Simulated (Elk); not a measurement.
Band structure of MgCd2 (C2/m, 6 atoms in the cell).

```yaml
crystal:
  lattice:
    - [5.84365, -1.54269, 0.00000]
    - [5.84365, 1.54269, 0.00000]
    - [-2.17098, 0.00000, 7.03542]
  atoms:
    - { symbol: Mg, position: [0.47363, 0.47363, 0.19795] }
    - { symbol: Mg, position: [0.52637, 0.52637, 0.80205] }
    - { symbol: Cd, position: [0.19157, 0.19157, 0.13775] }
    - { symbol: Cd, position: [0.80843, 0.80843, 0.86225] }
    - { symbol: Cd, position: [0.86199, 0.86199, 0.46981] }
    - { symbol: Cd, position: [0.13801, 0.13801, 0.53019] }
```

Method: Elk 10.2.4 with LDA (PW92), all-electron FP-LAPW, Elk's shipped species files, default APW+lo basis.

Settings: xctype = 3; rgkmax = 7; stype = 3; swidth = 0.00367493 Ha; ngridk = 5 5 3.

The starting cell comes from a database of computed structures (which also holds hypothetical and non-ambient phases and stackings), without a prior relaxation at this level. Values depend on the basis (sphere radii, cutoffs, local orbitals), which need not be converged.

Levels in eV from the Fermi level, bands 43 to 50:
```csv
point,43,44,45,46,47,48,49,50
Γ,-5.06,-3.08,-3.00,-2.46,-1.72,2.70,2.85,4.32
Y,-5.06,-4.88,-2.53,-2.24,2.67,2.76,3.17,3.39
F,-4.30,-4.00,-3.70,-1.78,-0.01,2.45,2.70,3.19
L,-5.78,-5.34,-1.45,-1.28,1.66,2.45,2.48,2.89
I,-2.76,-2.71,-1.82,-1.28,1.15,1.18,2.16,2.50
```

Bands cross the Fermi level along this path, so the cell is metallic at this level.
